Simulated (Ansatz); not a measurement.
Given:

```xyz
5
Lattice="6.1752 0.0000 0.0000 0.0000 6.1752 0.0000 0.0000 0.0000 6.1752" Properties=species:S:1:pos:R:3 pbc="T T T"
Cs     0.0000     0.0000     0.0000
Sn     3.0876     3.0876     3.0876
I      3.0876     0.0000     3.0876
I      0.0000     3.0876     3.0876
I      3.0876     3.0876     0.0000
```

No spin polarisation.

All numbers come from Ansatz (a quantum-chemistry and plane-wave program) LDA, no spin-orbit coupling. k-mesh 8×8×8 (Γ-centred); smearing 0.05 eV (Fermi–Dirac).

### Question
Predict the band gap and space group.

### Answer
* **Band gap**: 0.24 eV
* **Space group**: Pm-3m (No. 221)

Spin-orbit coupling, missing from the scalar runs, can matter with I. The cells carry an imposed strain or load. Whether these cells are dynamically stable was not tested. The cell was made from CsSnI3 in the cubic perovskite structure (space group Pm-3m, No. 221) by this change: isotropic strain +2.40 %. Many cubic perovskites are stable only at high temperature; tilts and polar distortions were not tested. The zero or small gap of CsSnI3 can change with the level of theory.
